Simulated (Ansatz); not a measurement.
Electronic density of states of amorphous Si$_{45}$O$_{18}$N$_{48}$, density 2.61 g/cm³, on a 2×2×2 Γ-centred mesh with a Gaussian width of 0.1 eV; energies count from the Fermi level, whose place inside the gap is arbitrary. Cell and mesh are small, so fine structure isn't converged. Level of theory: PBE, scalar-relativistic without spin-orbit coupling (plane waves to 420 eV, PAW; Ansatz, a quantum-chemistry and plane-wave program). Sampling: a 2×2×2 Γ-centred mesh; Fermi-Dirac width 0.02 eV; no spin polarisation. At PBE the levels at both edges of the gap are localised (band-tail or defect states), and the nearest spread-out levels lie 2.8 eV apart at the zone centre.

Preparation: random packing, a CHGNet melt and quench, and a DFT relaxation. O and N atoms were pushed apart under 1.9 Å during the dynamics, to hinder bonds among them. The hot cell started wider than the set density and was brought back towards it in steps. It is the lowest in DFT energy of 2 quenches. It is a model cell: composition and starting density were chosen by hand, and all elements were melted together. No dispersion term was used. Its density started from a set value of 2.60 and ended at 2.61 g/cm³. The simulated quench (nominally 130 K/ps over its main leg) is rapid and tends to freeze in more defects than a deposited or slowly cooled glass has. A cell of this size samples the disorder only roughly. Volume and shape were free in the relaxation.

```json
[
 {"E - EF (eV)": "-12.00", "states/(eV atom)": "0.00"},
 {"E - EF (eV)": "-11.90", "states/(eV atom)": "0.00"},
 {"E - EF (eV)": "-11.80", "states/(eV atom)": "0.00"},
 {"E - EF (eV)": "-11.70", "states/(eV atom)": "0.00"},
 {"E - EF (eV)": "-11.60", "states/(eV atom)": "0.00"},
 {"E - EF (eV)": "-11.50", "states/(eV atom)": "0.02"},
 {"E - EF (eV)": "-11.40", "states/(eV atom)": "0.08"},
 {"E - EF (eV)": "-11.30", "states/(eV atom)": "0.09"},
 {"E - EF (eV)": "-11.20", "states/(eV atom)": "0.08"},
 {"E - EF (eV)": "-11.10", "states/(eV atom)": "0.12"},
 {"E - EF (eV)": "-11.00", "states/(eV atom)": "0.17"},
 {"E - EF (eV)": "-10.90", "states/(eV atom)": "0.18"},
 {"E - EF (eV)": "-10.80", "states/(eV atom)": "0.18"},
 {"E - EF (eV)": "-10.70", "states/(eV atom)": "0.21"},
 {"E - EF (eV)": "-10.60", "states/(eV atom)": "0.21"},
 {"E - EF (eV)": "-10.50", "states/(eV atom)": "0.18"},
 {"E - EF (eV)": "-10.40", "states/(eV atom)": "0.19"},
 {"E - EF (eV)": "-10.30", "states/(eV atom)": "0.19"},
 {"E - EF (eV)": "-10.20", "states/(eV atom)": "0.20"},
 {"E - EF (eV)": "-10.10", "states/(eV atom)": "0.23"},
 {"E - EF (eV)": "-10.00", "states/(eV atom)": "0.22"},
 {"E - EF (eV)": "-9.90", "states/(eV atom)": "0.21"},
 {"E - EF (eV)": "-9.80", "states/(eV atom)": "0.22"},
 {"E - EF (eV)": "-9.70", "states/(eV atom)": "0.22"},
 {"E - EF (eV)": "-9.60", "states/(eV atom)": "0.22"},
 {"E - EF (eV)": "-9.50", "states/(eV atom)": "0.25"},
 {"E - EF (eV)": "-9.40", "states/(eV atom)": "0.23"},
 {"E - EF (eV)": "-9.30", "states/(eV atom)": "0.19"},
 {"E - EF (eV)": "-9.20", "states/(eV atom)": "0.22"},
 {"E - EF (eV)": "-9.10", "states/(eV atom)": "0.20"},
 {"E - EF (eV)": "-9.00", "states/(eV atom)": "0.21"},
 {"E - EF (eV)": "-8.90", "states/(eV atom)": "0.25"},
 {"E - EF (eV)": "-8.80", "states/(eV atom)": "0.22"},
 {"E - EF (eV)": "-8.70", "states/(eV atom)": "0.21"},
 {"E - EF (eV)": "-8.60", "states/(eV atom)": "0.23"},
 {"E - EF (eV)": "-8.50", "states/(eV atom)": "0.25"},
 {"E - EF (eV)": "-8.40", "states/(eV atom)": "0.27"},
 {"E - EF (eV)": "-8.30", "states/(eV atom)": "0.28"},
 {"E - EF (eV)": "-8.20", "states/(eV atom)": "0.28"},
 {"E - EF (eV)": "-8.10", "states/(eV atom)": "0.30"},
 {"E - EF (eV)": "-8.00", "states/(eV atom)": "0.33"},
 {"E - EF (eV)": "-7.90", "states/(eV atom)": "0.33"},
 {"E - EF (eV)": "-7.80", "states/(eV atom)": "0.29"},
 {"E - EF (eV)": "-7.70", "states/(eV atom)": "0.30"},
 {"E - EF (eV)": "-7.60", "states/(eV atom)": "0.32"},
 {"E - EF (eV)": "-7.50", "states/(eV atom)": "0.36"},
 {"E - EF (eV)": "-7.40", "states/(eV atom)": "0.35"},
 {"E - EF (eV)": "-7.30", "states/(eV atom)": "0.33"},
 {"E - EF (eV)": "-7.20", "states/(eV atom)": "0.34"},
 {"E - EF (eV)": "-7.10", "states/(eV atom)": "0.38"},
 {"E - EF (eV)": "-7.00", "states/(eV atom)": "0.39"},
 {"E - EF (eV)": "-6.90", "states/(eV atom)": "0.39"},
 {"E - EF (eV)": "-6.80", "states/(eV atom)": "0.38"},
 {"E - EF (eV)": "-6.70", "states/(eV atom)": "0.38"},
 {"E - EF (eV)": "-6.60", "states/(eV atom)": "0.40"},
 {"E - EF (eV)": "-6.50", "states/(eV atom)": "0.44"},
 {"E - EF (eV)": "-6.40", "states/(eV atom)": "0.44"},
 {"E - EF (eV)": "-6.30", "states/(eV atom)": "0.43"},
 {"E - EF (eV)": "-6.20", "states/(eV atom)": "0.44"},
 {"E - EF (eV)": "-6.10", "states/(eV atom)": "0.45"},
 {"E - EF (eV)": "-6.00", "states/(eV atom)": "0.48"},
 {"E - EF (eV)": "-5.90", "states/(eV atom)": "0.48"},
 {"E - EF (eV)": "-5.80", "states/(eV atom)": "0.47"},
 {"E - EF (eV)": "-5.70", "states/(eV atom)": "0.44"},
 {"E - EF (eV)": "-5.60", "states/(eV atom)": "0.46"},
 {"E - EF (eV)": "-5.50", "states/(eV atom)": "0.49"},
 {"E - EF (eV)": "-5.40", "states/(eV atom)": "0.51"},
 {"E - EF (eV)": "-5.30", "states/(eV atom)": "0.55"},
 {"E - EF (eV)": "-5.20", "states/(eV atom)": "0.55"},
 {"E - EF (eV)": "-5.10", "states/(eV atom)": "0.53"},
 {"E - EF (eV)": "-5.00", "states/(eV atom)": "0.52"},
 {"E - EF (eV)": "-4.90", "states/(eV atom)": "0.50"},
 {"E - EF (eV)": "-4.80", "states/(eV atom)": "0.47"},
 {"E - EF (eV)": "-4.70", "states/(eV atom)": "0.49"},
 {"E - EF (eV)": "-4.60", "states/(eV atom)": "0.49"},
 {"E - EF (eV)": "-4.50", "states/(eV atom)": "0.50"},
 {"E - EF (eV)": "-4.40", "states/(eV atom)": "0.51"},
 {"E - EF (eV)": "-4.30", "states/(eV atom)": "0.55"},
 {"E - EF (eV)": "-4.20", "states/(eV atom)": "0.54"},
 {"E - EF (eV)": "-4.10", "states/(eV atom)": "0.53"},
 {"E - EF (eV)": "-4.00", "states/(eV atom)": "0.54"},
 {"E - EF (eV)": "-3.90", "states/(eV atom)": "0.56"},
 {"E - EF (eV)": "-3.80", "states/(eV atom)": "0.53"},
 {"E - EF (eV)": "-3.70", "states/(eV atom)": "0.48"},
 {"E - EF (eV)": "-3.60", "states/(eV atom)": "0.44"},
 {"E - EF (eV)": "-3.50", "states/(eV atom)": "0.43"},
 {"E - EF (eV)": "-3.40", "states/(eV atom)": "0.44"},
 {"E - EF (eV)": "-3.30", "states/(eV atom)": "0.46"},
 {"E - EF (eV)": "-3.20", "states/(eV atom)": "0.46"},
 {"E - EF (eV)": "-3.10", "states/(eV atom)": "0.42"},
 {"E - EF (eV)": "-3.00", "states/(eV atom)": "0.31"},
 {"E - EF (eV)": "-2.90", "states/(eV atom)": "0.30"},
 {"E - EF (eV)": "-2.80", "states/(eV atom)": "0.37"},
 {"E - EF (eV)": "-2.70", "states/(eV atom)": "0.39"},
 {"E - EF (eV)": "-2.60", "states/(eV atom)": "0.39"},
 {"E - EF (eV)": "-2.50", "states/(eV atom)": "0.39"},
 {"E - EF (eV)": "-2.40", "states/(eV atom)": "0.45"},
 {"E - EF (eV)": "-2.30", "states/(eV atom)": "0.45"},
 {"E - EF (eV)": "-2.20", "states/(eV atom)": "0.37"},
 {"E - EF (eV)": "-2.10", "states/(eV atom)": "0.33"},
 {"E - EF (eV)": "-2.00", "states/(eV atom)": "0.31"},
 {"E - EF (eV)": "-1.90", "states/(eV atom)": "0.33"},
 {"E - EF (eV)": "-1.80", "states/(eV atom)": "0.30"},
 {"E - EF (eV)": "-1.70", "states/(eV atom)": "0.25"},
 {"E - EF (eV)": "-1.60", "states/(eV atom)": "0.22"},
 {"E - EF (eV)": "-1.50", "states/(eV atom)": "0.17"},
 {"E - EF (eV)": "-1.40", "states/(eV atom)": "0.25"},
 {"E - EF (eV)": "-1.30", "states/(eV atom)": "0.17"},
 {"E - EF (eV)": "-1.20", "states/(eV atom)": "0.03"},
 {"E - EF (eV)": "-1.10", "states/(eV atom)": "0.03"},
 {"E - EF (eV)": "-1.00", "states/(eV atom)": "0.10"},
 {"E - EF (eV)": "-0.90", "states/(eV atom)": "0.12"},
 {"E - EF (eV)": "-0.80", "states/(eV atom)": "0.10"},
 {"E - EF (eV)": "-0.70", "states/(eV atom)": "0.09"},
 {"E - EF (eV)": "-0.60", "states/(eV atom)": "0.08"},
 {"E - EF (eV)": "-0.50", "states/(eV atom)": "0.02"},
 {"E - EF (eV)": "-0.40", "states/(eV atom)": "0.00"},
 {"E - EF (eV)": "-0.30", "states/(eV atom)": "0.00"},
 {"E - EF (eV)": "-0.20", "states/(eV atom)": "0.00"},
 {"E - EF (eV)": "-0.10", "states/(eV atom)": "0.00"},
 {"E - EF (eV)": "0.00", "states/(eV atom)": "0.00"},
 {"E - EF (eV)": "0.10", "states/(eV atom)": "0.00"},
 {"E - EF (eV)": "0.20", "states/(eV atom)": "0.00"},
 {"E - EF (eV)": "0.30", "states/(eV atom)": "0.00"},
 {"E - EF (eV)": "0.40", "states/(eV atom)": "0.00"},
 {"E - EF (eV)": "0.50", "states/(eV atom)": "0.02"},
 {"E - EF (eV)": "0.60", "states/(eV atom)": "0.08"},
 {"E - EF (eV)": "0.70", "states/(eV atom)": "0.07"},
 {"E - EF (eV)": "0.80", "states/(eV atom)": "0.01"},
 {"E - EF (eV)": "0.90", "states/(eV atom)": "0.00"},
 {"E - EF (eV)": "1.00", "states/(eV atom)": "0.00"},
 {"E - EF (eV)": "1.10", "states/(eV atom)": "0.00"},
 {"E - EF (eV)": "1.20", "states/(eV atom)": "0.00"},
 {"E - EF (eV)": "1.30", "states/(eV atom)": "0.01"},
 {"E - EF (eV)": "1.40", "states/(eV atom)": "0.02"},
 {"E - EF (eV)": "1.50", "states/(eV atom)": "0.05"},
 {"E - EF (eV)": "1.60", "states/(eV atom)": "0.08"},
 {"E - EF (eV)": "1.70", "states/(eV atom)": "0.03"},
 {"E - EF (eV)": "1.80", "states/(eV atom)": "0.01"},
 {"E - EF (eV)": "1.90", "states/(eV atom)": "0.06"},
 {"E - EF (eV)": "2.00", "states/(eV atom)": "0.10"},
 {"E - EF (eV)": "2.10", "states/(eV atom)": "0.17"},
 {"E - EF (eV)": "2.20", "states/(eV atom)": "0.15"},
 {"E - EF (eV)": "2.30", "states/(eV atom)": "0.08"},
 {"E - EF (eV)": "2.40", "states/(eV atom)": "0.14"},
 {"E - EF (eV)": "2.50", "states/(eV atom)": "0.14"},
 {"E - EF (eV)": "2.60", "states/(eV atom)": "0.06"},
 {"E - EF (eV)": "2.70", "states/(eV atom)": "0.06"},
 {"E - EF (eV)": "2.80", "states/(eV atom)": "0.08"},
 {"E - EF (eV)": "2.90", "states/(eV atom)": "0.11"},
 {"E - EF (eV)": "3.00", "states/(eV atom)": "0.14"},
 {"E - EF (eV)": "3.10", "states/(eV atom)": "0.21"},
 {"E - EF (eV)": "3.20", "states/(eV atom)": "0.26"},
 {"E - EF (eV)": "3.30", "states/(eV atom)": "0.24"},
 {"E - EF (eV)": "3.40", "states/(eV atom)": "0.27"},
 {"E - EF (eV)": "3.50", "states/(eV atom)": "0.30"},
 {"E - EF (eV)": "3.60", "states/(eV atom)": "0.28"},
 {"E - EF (eV)": "3.70", "states/(eV atom)": "0.26"},
 {"E - EF (eV)": "3.80", "states/(eV atom)": "0.27"},
 {"E - EF (eV)": "3.90", "states/(eV atom)": "0.30"},
 {"E - EF (eV)": "4.00", "states/(eV atom)": "0.29"},
 {"E - EF (eV)": "4.10", "states/(eV atom)": "0.31"},
 {"E - EF (eV)": "4.20", "states/(eV atom)": "0.32"},
 {"E - EF (eV)": "4.30", "states/(eV atom)": "0.33"},
 {"E - EF (eV)": "4.40", "states/(eV atom)": "0.35"},
 {"E - EF (eV)": "4.50", "states/(eV atom)": "0.38"},
 {"E - EF (eV)": "4.60", "states/(eV atom)": "0.38"}
]
```

The gap between localised states on this mesh is 1.26 eV; the broadening fills part of it in the curve.
